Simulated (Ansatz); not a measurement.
An Ansatz (a quantum-chemistry and plane-wave program) input (DFT with PBEsol, PAW potentials and a 420 eV plane-wave cutoff in Ansatz, no spin-orbit coupling):

Ansatz 0.2 input:
```yaml
crystal:
  lattice:
    - [4.9442217434, 0, 0]
    - [0, 4.9442217434, 0]
    - [0, 0, 3.3298884274]
  atoms:
    - { symbol: Sn, position: [0, 0, 0] }
    - { symbol: Sn, position: [0.5, 0.5, 0.5] }
    - { symbol: O, position: [0.3062762816, 0.3062762816, 0] }
    - { symbol: O, position: [0.8062762816, 0.1937237184, 0.5] }
    - { symbol: O, position: [0.1937237184, 0.8062762816, 0.5] }
    - { symbol: O, position: [0.6937237184, 0.6937237184, 0] }
basis: { ecutwfc: 420, ecutrho_ratio: 4, xc_grid: 2, fft_grid_basis: typed }
kpoints: { mp_grid: { grid: [7, 7, 10] } }
hamiltonian:
  xc: pbesol
  dispersion: none
  pseudopotentials: { kind: paw }
scf: { occupations: { method: fermi_dirac, width: 0.05 }, convergence: { dr2_threshold: 0.0000000006 } }
relax: { f_tol: 0.005, max_steps: 50 }
output: { forces: true, stress: true }
checkpoint: { write: state.ck, write_every: 1000 }
```

Problem. Which symmetry and how many k-points will the program report, and about how many plane waves at Γ?

Solution. Space group P42/mnm (ITA 136) with 16 operations, k-points 60 of 490, and 1599 plane waves at Γ.

Problem. And the final pressure?

Solution. -15.98 GPa (compression positive).

The cells carry an imposed strain or load. No phonon test of stability was made. All final runs are without spin polarisation. The cell was made from SnO2 in the rutile structure (space group P4_2/mnm, No. 136) by this change: isotropic strain +3.67 %.
